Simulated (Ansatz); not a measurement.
# Si: energy against strain

Si (diamond, Fd-3m, 19.706 Å³/atom at rest) under an equal strain ε in the (111) plane with the normal axis free, as in a coherent film. LDA in Ansatz, a plane-wave DFT program (PAW, default set), 420 eV, 11×11×11 Γ-centred mesh, Fermi-Dirac smearing 0.05 eV; ions are relaxed within the symmetry of each cell.

Here s stands for strain and y for E less E0.

```
strain (%)  E less E0 (meV/atom)
----------  --------------------
-2.50                          ?
-1.25                       4.34
-0.83                       1.90
-0.42                       0.48
0.00                        0.00
0.42                        0.48
0.83                        1.86
1.25                        4.18
```

The 7 complete rows are fitted with a parabola, y against s. Least squares gives y = 0.000 - 0.0480·s + 2.7268·s². Residuals (row less fit): 0.019, -0.018, -0.021, 0.000, 0.019, 0.021, -0.021; standard error 0.025 (degrees of freedom: 4). Twice the quadratic coefficient over the volume, 2 × 2.7268 meV × 10⁴ × 0.1602 / 19.706 Å³, is twice the biaxial elastic modulus of this plane = 443 ± 3 GPa.

**Question.** Estimate the missing y (s = -2.50); what did the run itself give?

**Answer.** y = 0.000 - 0.0480 × (-2.50) + 2.7268 × (-2.50)² = 17.163 meV/atom. The calculation gives 17.75 meV/atom, 0.587 meV/atom above the prediction (3.3 % of the range of y in the table). The row lies outside the fitted rows, so this is an extrapolation. From the scatter of the fitted rows alone, a prediction at this place has a standard error of 0.094 meV/atom, so the miss is 6.2 times that.

One order more, fitted to all 13 runs of the series, follows each within 0.01, so the miss is the next term of a smooth law. Rows are the converged runs of the series near zero and its far end; series whose fitted rows scatter by over a few per cent of the range, as at a crossing or softening among them, aren't shown in this form. Most that stay on the fit to the last digits aren't either.
